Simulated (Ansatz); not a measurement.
## rock-salt NbN (0 0 1) on rock-salt PbS (0 0 1) (film strained to the substrate, started from cuts of the bulks and a machine-learned relaxation; slabs Pb6S6 and N12Nb12, which can lie off the formulas)

A periodic stack without vacuum, rock-salt NbN (0 0 1) on rock-salt PbS (0 0 1) (film strained to the substrate, started from cuts of the bulks and a machine-learned relaxation; slabs Pb6S6 and N12Nb12, which can lie off the formulas): substrate slab Pb6S6, film N12Nb12, surface cells [[1, 0], [1, 1]] and [[0, -1], [2, 1]], film strained by -3.9 and -3.9 %, outermost planes PbS/PbS and NNb/NNb as cut, which need not be the usual terminations and can put a slab off its formula.

The start was prepared with a machine-learned potential, and the result is one local minimum, with the in-plane cell held and forces under 0.04 eV/Å; the film can end far from its bulk form.

Method: PBE (plane waves to 420 eV, PAW; Ansatz, a quantum-chemistry and plane-wave program). Spin–orbit coupling is left out; the runs are not spin-polarised. Its k-point mesh 7×7×1, Fermi–Dirac width 0.05 eV.

- interface area: 18.1 Å²
- period: 33.19 Å
- heights between the nearest atoms of the two slabs at the two interfaces: 2.36 and 2.12 Å
- Nb–Pb contacts across the interfaces within 1.22 times the sum of covalent radii: 5, mean 3.37 Å
- Nb–S contacts across the interfaces within 1.22 times the sum of covalent radii: 3, mean 2.53 Å

```yaml
crystal:
  lattice:
    - [4.24697, -0.00023, 0.12289]
    - [-0.00107, 4.24849, 0.04013]
    - [2.71855, 2.44967, 33.31171]
  atoms:
    - { symbol: Pb, position: [0.89040, 0.16159, 0.14330] }
    - { symbol: Pb, position: [0.43575, 0.25699, 0.04571] }
    - { symbol: Pb, position: [0.71468, 0.04005, 0.32782] }
    - { symbol: Pb, position: [0.30694, 0.60885, 0.22949] }
    - { symbol: Pb, position: [0.81467, 0.80568, 0.51527] }
    - { symbol: Pb, position: [0.14951, 0.48028, 0.41366] }
    - { symbol: S, position: [0.37120, 0.66944, 0.14644] }
    - { symbol: S, position: [0.99741, 0.73182, 0.02595] }
    - { symbol: S, position: [0.19523, 0.54931, 0.33052] }
    - { symbol: S, position: [0.80441, 0.11630, 0.22668] }
    - { symbol: S, position: [0.27862, 0.29876, 0.52233] }
    - { symbol: S, position: [0.62423, 0.99386, 0.41135] }
    - { symbol: N, position: [0.56456, 0.70442, 0.67427] }
    - { symbol: N, position: [0.06810, 0.20858, 0.66846] }
    - { symbol: N, position: [0.12742, 0.74907, 0.60748] }
    - { symbol: N, position: [0.60615, 0.24608, 0.61095] }
    - { symbol: N, position: [0.44007, 0.61627, 0.81079] }
    - { symbol: N, position: [0.94194, 0.11596, 0.81000] }
    - { symbol: N, position: [0.99150, 0.65368, 0.75192] }
    - { symbol: N, position: [0.49384, 0.15511, 0.75028] }
    - { symbol: N, position: [0.32378, 0.52162, 0.94892] }
    - { symbol: N, position: [0.81548, 0.02891, 0.94950] }
    - { symbol: N, position: [0.87260, 0.56497, 0.89052] }
    - { symbol: N, position: [0.37064, 0.06300, 0.89025] }
    - { symbol: Nb, position: [0.06681, 0.70432, 0.67509] }
    - { symbol: Nb, position: [0.55703, 0.20078, 0.67973] }
    - { symbol: Nb, position: [0.62738, 0.74784, 0.60826] }
    - { symbol: Nb, position: [0.10975, 0.25851, 0.59344] }
    - { symbol: Nb, position: [0.93165, 0.60927, 0.82040] }
    - { symbol: Nb, position: [0.43312, 0.11019, 0.82038] }
    - { symbol: Nb, position: [0.50197, 0.66149, 0.74039] }
    - { symbol: Nb, position: [0.00311, 0.16159, 0.73970] }
    - { symbol: Nb, position: [0.81039, 0.51845, 0.96213] }
    - { symbol: Nb, position: [0.30727, 0.01443, 0.96202] }
    - { symbol: Nb, position: [0.37995, 0.56834, 0.88198] }
    - { symbol: Nb, position: [0.87770, 0.07047, 0.88203] }
```
